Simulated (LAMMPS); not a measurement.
Size effects in liquid Ni (fcc) at 1900 K and zero pressure.

Method: classical MD, pair style eam/alloy, file CuNi.eam.alloy; code LAMMPS.

```csv
atoms,volume,first peak of g(r),D(Ni),rough cost (core-seconds per simulated ps)
108,12.759 ± 0.006 Å³/atom,"2.44 Å, height 2.6",(4.99 ± 0.07) × 10^-5 cm²/s,0.13
256,12.798 ± 0.003 Å³/atom,"2.40 Å, height 2.6",(5.3 ± 0.3) × 10^-5 cm²/s,0.23
4000,12.7929 ± 0.0006 Å³/atom,"2.42 Å, height 2.6",(5.95 ± 0.09) × 10^-5 cm²/s,3
```

Periodic images slow diffusion in small cells, by a term that falls as 1/L. Costs are rough.

Errors of D are the spread over four groups of atoms in one short run; a floor of about 5 %, a picked value, is safer.

The ± values are statistical; the model's systematic error is not in them.
